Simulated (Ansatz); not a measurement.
A self-consistent single point of ZnAg2SnS4 (Fmm2, 8 atoms in the cell) with Ansatz (a program for electronic structure).

Method: PBEsol, default PAW files made with PBE (plane waves; Ansatz).

```
ZnAg2SnS4
1.0
   -2.77495     2.77495     6.05277
    2.77495    -2.77495     6.05277
    2.77495     2.77495    -6.05277
Zn Ag Sn S
1 2 1 4
Cartesian
  0.00000   0.00000   0.05000
  0.00000   2.77495   3.02639
  2.77495   0.00000   3.02639
  0.00000   0.00000   6.05277
 -1.41678   1.41678   4.65095
  1.41678   1.41678   7.45460
  1.41678  -1.41678   4.65095
  1.35817   1.35817   1.40182
```

Reference input (self-consistent single point, DFT, PBEsol, plane waves, default PAW files made with PBE): basis.ecutwfc = 420 eV; kpoints.mp_grid.grid = 5 5 5; hamiltonian.xc = pbesol; hamiltonian.pseudopotentials = {kind: paw} (the program's default PAW files); scf.occupations.method = fermi_dirac; scf.occupations.width = 0.01 eV. This run's input differs from it in these lines:

Ansatz 0.2 input:
```diff
@@ -18,3 +18,3 @@
 kpoints:
-  mp_grid: { grid: [5, 5, 5] }
+  mp_grid: { grid: [4, 4, 4], shift: [0.5, 0.5, 0.5] }
 hamiltonian:
```

The program printed (abridged):

```
SCF iter   1: F=—  HF=-27817.667583 eV  |F-HF|=—  |Δ(HF+E_count)|=         —  Δρ=5.10e-3  dr2=5.94e-2  ethr=1.77e-3  ⟨swp⟩=7.1  Hψ=3318  notcnv=0
all-band conjugate gradients solve this SCF's bands
preconditioner: auto → Resta (q_TF=auto, 2.407 Å⁻¹)
SCF iter   2: F=—  HF=-27817.652313 eV  |F-HF|=—  |Δ(HF+E_count)|=   1.53e-2  Δρ=1.68e-3  dr2=8.14e-3  ethr=6.75e-5  ⟨swp⟩=2.2  Hψ=1462  notcnv=0  defer=46
   [... lines left out ...]
SCF iter   5: F=—  HF=-27817.650286 eV  |F-HF|=—  |Δ(HF+E_count)|=   2.72e-5  Δρ=1.57e-4  dr2=5.88e-5  ethr=2.51e-7  ⟨swp⟩=2.2  Hψ=1093  notcnv=0  defer=46
SCF iter   6: F=—  HF=-27817.650328 eV  |F-HF|=—  |Δ(HF+E_count)|=   4.22e-5  Δρ=5.51e-5  dr2=4.80e-6  ethr=6.69e-8  ⟨swp⟩=2.0  Hψ=1151  notcnv=0  defer=46
SCF iter   7: F=—  HF=-27817.650335 eV  |F-HF|=—  |Δ(HF+E_count)|=   6.37e-6  Δρ=1.01e-5  dr2=2.65e-7  ethr=5.46e-9  ⟨swp⟩=2.0  Hψ=1225  notcnv=0  defer=46
SCF iter   8: F=-27817.650335 eV  HF=-27817.650335 eV  |F-HF|=4.36e-8  |Δ(HF+E_count)|=   2.04e-7  Δρ=4.01e-6  dr2=2.76e-8  ethr=1.14e-10  ⟨swp⟩=10.8  Hψ=3585  notcnv=0
SCF 1 converged in 8 iterations: F = -27817.650335 eV  dr2 = 2.76e-8
Free energy (F): -27817.650335 eV
Internal energy: -27817.650335 eV  (E = F + TS)
E sigma→0 (E₀):  -27817.650335 eV
Fermi energy:    7.188036 eV
--- Forces (eV/Å), atoms counted from 1 ---
  atom   1  Zn     0.00000000    -0.00000000    -0.28631210
  atom   2  Ag     0.00000000    -0.00000000     0.02348227
  atom   3  Ag     0.00000000     0.00000000     0.02348227
  atom   4  Sn     0.00000000    -0.00000000    -0.12959997
  atom   5  S     -0.09351978     0.09351978    -0.03438975
  atom   6  S      0.00961221     0.00961221     0.21886351
  atom   7  S      0.09351978    -0.09351978    -0.03438975
  atom   8  S     -0.00961221    -0.00961221     0.21886351
--- Stress (GPa, compression-positive) ---
       -2.495244       0.181457       0.000000
        0.181457      -2.495244       0.000000
        0.000000       0.000000      -2.777687
  P = ⅓ Tr σ = -2.5894 GPa (-25.894 kbar)
  The stress holds the Pulay correction. Without it, at fixed plane waves, as pw.x and ABINIT print it: P = -2.6257 GPa
```

The run converged in 8 iterations. Against the reference run the free energy stays essentially unchanged (within 1 meV/atom), the pressure stays at -2.59 GPa, the largest force stays at 0.286 eV/Å and the gap on the mesh goes from 0.112 to 0.540 eV.

The starting cell comes from a database of computed structures (which also holds hypothetical and non-ambient phases and stackings), without a prior relaxation at this level. Its lattice was rescaled by up to half a per cent. One atom was moved a little off its site on purpose. Ansatz's pressure includes its estimate of the finite-basis (Pulay) stress. Another mesh or the band path of this cell gives a smaller gap, so this value is not converged in the mesh.
